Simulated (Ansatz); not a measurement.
Native point defects in metastable rock-salt NbN, N-rich limit (Δμ(N) = 0.00 eV, Δμ(Nb) = -1.91 eV), neutral cells.

Calculation: PBE, PAW (plane waves to 420 eV; Ansatz, an electronic-structure program). Set-up: 64-site cell; 4×4×4 shifted k-points; energies good to tenths of an eV; the relaxation kept the symmetry of the starting site.

| defect | charge | E_f (eV) |
|---|---|---|
| N interstitial | 0 | 1.55 |
| N on the Nb site | 0 | 6.82 |
| Nb vacancy | 0 | -1.75 |
| Nb interstitial | 0 | 10.47 |
| Nb on the N site | 0 | 12.78 |

In order: Nb vacancy: -1.75 eV; N interstitial: 1.55 eV; N on the Nb site: 6.82 eV; Nb interstitial: 10.47 eV; Nb on the N site: 12.78 eV. Not listed: N vacancy. The cheapest of those listed is Nb vacancy.
